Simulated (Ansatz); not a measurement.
# Carrier doping in WSe2

Base system: WSe2 (space group P6_3/mmc, No. 194; layered, stacked along the Cartesian z axis).

```
WSe2
1.0
    3.29952     0.00000     0.00000
   -1.64976     2.85747     0.00000
    0.00000     0.00000    13.14745
W Se
2 4
Cartesian
  0.00000   1.90498   3.28686
  1.64976   0.95249   9.86059
  0.00000   1.90498   8.19536
  1.64976   0.95249   1.62163
  1.64976   0.95249   4.95209
  0.00000   1.90498  11.52582
```

Carriers are added at fixed cell with a uniform background; the Fermi–Dirac width is that of 300 K.

Method: plane-wave PAW DFT at the r2SCAN+rVV10 level (Ansatz, an electronic-structure program, 500 eV), no spin-orbit coupling, earlier PAW set.

Notes on the quantities. Fermi level from band edge: Fermi level relative to the doped band's edge (positive inside the band; to 0.05 eV).

```
variant                   Fermi level from band edge  gap between the host's bands
------------------------  --------------------------  ----------------------------
undoped                                            –                       1.12 eV
electrons 2.0×10^21 cm⁻³                    +0.30 eV                       1.11 eV
electrons 3.0×10^21 cm⁻³                    +0.40 eV                       1.10 eV
electrons 1.0×10^22 cm⁻³                    +0.75 eV                       1.04 eV
holes 2.0×10^21 cm⁻³                        +0.45 eV                       1.14 eV
holes 3.0×10^21 cm⁻³                      (withheld)                    (withheld)
holes 1.0×10^22 cm⁻³                        +0.90 eV                       1.16 eV
```

Problem. Complete the table.

Solution. 
- holes 3.0×10^21 cm⁻³, Fermi level from band edge: +0.55 eV
- holes 3.0×10^21 cm⁻³, gap between the host's bands: 1.15 eV

Carriers are added with a uniform compensating background; total energy and stress of such cells depend on the potential's zero and are not compared; many-body gap narrowing is missing at this level. Spin-orbit coupling, missing from the scalar runs, can matter with W. Whether these cells are dynamically stable was not tested.
